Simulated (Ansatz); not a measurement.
Consider HfO2 (space group P4_2/nmc, No. 137).

```yaml
crystal:
  lattice:
    - [3.60482, 0.00000, 0.00000]
    - [0.00000, 3.60482, 0.00000]
    - [0.00000, 0.00000, 5.26502]
  atoms:
    - { symbol: Hf, position: [0.00000, 0.00000, 0.00000] }
    - { symbol: Hf, position: [0.50000, 0.50000, 0.50000] }
    - { symbol: O, position: [0.00000, 0.50000, 0.19324] }
    - { symbol: O, position: [0.00000, 0.50000, 0.69324] }
    - { symbol: O, position: [0.50000, 0.00000, 0.30676] }
    - { symbol: O, position: [0.50000, 0.00000, 0.80676] }
```

Method: PBE/PAW in Ansatz (a first-principles code), no spin-orbit coupling, earlier PAW set.

For the base:

| Item | Result |
|---|---|
| Gap between the host's bands | 4.67 eV |
| Gap character | indirect, Z → Γ |

The change: electron doping at 3.0×10^21 cm⁻³ (0.205 per cell), with a uniform compensating background at fixed cell and a 300 K Fermi–Dirac width.

Question: How does this affect the Fermi level from band edge, gap between the host's bands and gap character?

Answer: The Fermi level relative to the doped band's edge (positive inside the band; to 0.05 eV) amounts to +0.40 eV; the gap between the host's bands drops by 0.01 eV, from 4.67 eV to 4.66 eV; the gap character stays indirect, Z → Γ.

Charged cell with a jellium background: band edges are those of the host's band count, energies are not comparable with the neutral cell, and many-body gap narrowing is missing. Spin-orbit coupling, missing from the scalar runs, can matter with Hf. Stability against distortions was not tested. This is not the structure that HfO2 has at room temperature and ambient pressure.
